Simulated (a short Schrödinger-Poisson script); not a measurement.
Stack: symmetric double-gate stack, Al2O3 on p-type In0.53Ga0.47As, at 77 K.

```
layer        material  thickness (nm)  Na (cm⁻³)
-----  --------------  --------------  ---------
1               Al2O3             4.2          -
2      In0.53Ga0.47As               5       8e16
3               Al2O3             4.2          -
```

The device is made up for the run: typed textbook-type constants, with dimensions and the other settings drawn at random. Al2O3: permittivity 9, conduction-band edge (eV) 3.16, gap (eV) 6.8, electron mass (mₑ) 0.3. In0.53Ga0.47As: permittivity 13.9, conduction-band edge (eV) 0, gap (eV) 0.74, Nv at 300 K (cm⁻³) 7.7e18.

Channel valleys (confinement mass, in-plane density-of-states mass, number): Γ 0.041, 0.041, 1. At the gates, both at one voltage, the conduction-band edge of layer 1 lies 3.51 eV − eVg above the Fermi level of the channel. Gaps are held at their typed values at every temperature. Mesh 0.03 nm at interfaces.

Solved with a short Schrödinger-Poisson script written for these runs: 1D Poisson equation in equilibrium, electrons quantum, Hartree (BenDaniel-Duke, 12 states a valley, the channel's in-plane mass for all, wave functions free to enter the dielectric), parabolic valleys, classical holes, full ionisation, no traps, pinning or gate leakage.

The same stack at other levels of the model or other numerical settings:

| run | sheet density of all electrons at Vg = 1.05 V (cm⁻²) | capacitance of both gates at Vg = 1.05 V (μF/cm²) | rough cost against the base |
|---|---|---|---|
| base | 5.06e12 | 1.49 | about 1 |
| electrons treated as classical, Boltzmann | (withheld) | 3.71 | 0.06 |
| electrons treated as classical, Fermi-Dirac | 5.45e12 | (withheld) | 0.2 |
| electrons treated as quantum, Hartree plus LDA exchange-correlation | (withheld) | 1.51 | 1 |
| mesh six times as coarse | 4.99e12 | 1.49 | 0.3 |
| one subband a valley | 5.06e12 | 1.49 | 0.4 |

Q: Some entries are withheld; supply them.

A: 
- electrons treated as quantum, Hartree plus LDA exchange-correlation, sheet density of all electrons at Vg = 1.05 V (cm⁻²): 5.27e12
- electrons treated as classical, Fermi-Dirac, capacitance of both gates at Vg = 1.05 V (μF/cm²): 1.58
- electrons treated as classical, Boltzmann, sheet density of all electrons at Vg = 1.05 V (cm⁻²): 1.49e13

The classical rows ignore confinement, and Boltzmann statistics overrate the density once the band edge passes the Fermi level.

Above a few 1e12 electrons/cm² a light Γ valley is non-parabolic and upper valleys begin to fill, which the model leaves out.
